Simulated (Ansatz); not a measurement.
Corundum Ga2O3 (metastable phase), treated with PBE0+SOC (plane waves, PAW; Ansatz, a program for electronic structure).

Settings: plane-wave cutoff 460 eV, 6×6×6 k mesh, Fermi–Dirac smearing 0.01 eV, PAW data made under PBE.

Cell (measured lattice):

Ga2O3 is taken in the trigonal space group R-3c, hexagonal axes (No. 167), the corundum structure, Pearson symbol hR10. Conventional cell: a = 4.9800 Å, b = 4.9800 Å, c = 13.4300 Å, α = 90.00°, β = 90.00°, γ = 120.00°. Ga on 12c is surrounded by 3 O at 1.924 Å and 3 O at 2.070 Å. O on 18e sees 2 Ga at 1.924 Å and 2 Ga at 2.070 Å. (Neighbours: up to the widest gap in distance over summed covalent radii, below 1.35, at either atom; cation-cation and far metal-metal contacts left out.)
(The calculation used a cell of 10 atoms; values per cell refer to that cell.)

Estimate the band gap and smallest direct gap on the k points sampled that the calculation returns.


band gap: 5.36 eV (on the SCF k mesh) (indirect)
smallest direct gap on the k points sampled: 5.60 eV

Note: cell and atoms aren't relaxed at this level (largest force component 0.07 eV/Å, pressure 0.2 GPa).

Computed values are for the static lattice.
